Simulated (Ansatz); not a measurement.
## MnS (F-43m, No. 216, 2 atoms in the cell; start mp-1783; metastable phase)

Level of theory: r²SCAN+rVV10 (Ansatz, a quantum-chemistry and plane-wave program, PAW).

Numerical settings: plane-wave cutoff 560 eV, 20×20×20 k mesh, Fermi–Dirac smearing 0.05 eV, spin-polarised start, scalar-relativistic PAW data made under PBE.

Cell (relaxed at this level):

```yaml
crystal:
  lattice:
    - [0.00000, 2.81423, 2.81423]
    - [2.81423, 0.00000, 2.81423]
    - [2.81423, 2.81423, 0.00000]
  atoms:
    - { symbol: Mn, position: [0.00000, 0.00000, 0.00000] }
    - { symbol: S, position: [0.25000, 0.25000, 0.25000] }
```

| Property | Value |
|---|---|
| band gap | 0.63 eV (indirect) |
| smallest direct gap on the k points sampled | 1.16 eV |

Note: the magnetic order was assumed, not searched for or taken from measurement.

Static lattice: no zero-point or thermal effects.

A start named mp-… is a Materials Project structure, which need not be a measured phase.
